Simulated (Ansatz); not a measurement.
# What x(Lu) = 0.5, 4 atoms, Pmma does to Hf

The reference is Hf in the hcp (Mg type) structure (space group P6_3/mmc, No. 194; a = 3.1979 Å, c = 5.0473 Å).

The other end (x = 1) is Lu in the hcp (Mg type) structure (space group P6_3/mmc, No. 194): 28.99 Å³/atom, gap zero.

It is then changed as follows: a fraction x = 0.5 of the Hf sites is given to Lu, ordered in a cell of 4 atoms (starting symmetry Pmma) and fully relaxed.

All numbers come from plane-wave PAW DFT at the r2SCAN level (Ansatz, a first-principles code, 500 eV), spin-orbit coupling left out. k-mesh 9×14×8 (Γ-centred); smearing 0.05 eV (Fermi–Dirac), for the changed cell.

The volume per atom goes up by 2.69 Å³, from 22.35 Å³ to 25.04 Å³ and the shortest interatomic distance falls by 0.009 Å, from 3.127 Å to 3.118 Å. The band gap is still zero and the mixing energy comes out as +0.07 eV/atom (to 0.01 eV only: unlike meshes or grids).

Cost of the whole job for the changed cell (relaxation, final SCF and bands): about 19 core-minutes (a rough figure).

These are small ordered cells, not random alloys; other orderings at the same x differ. No phonon test of stability was made. The final runs are not spin-polarised. LuHf has a high density of states at the Fermi level and may be magnetic at this level.
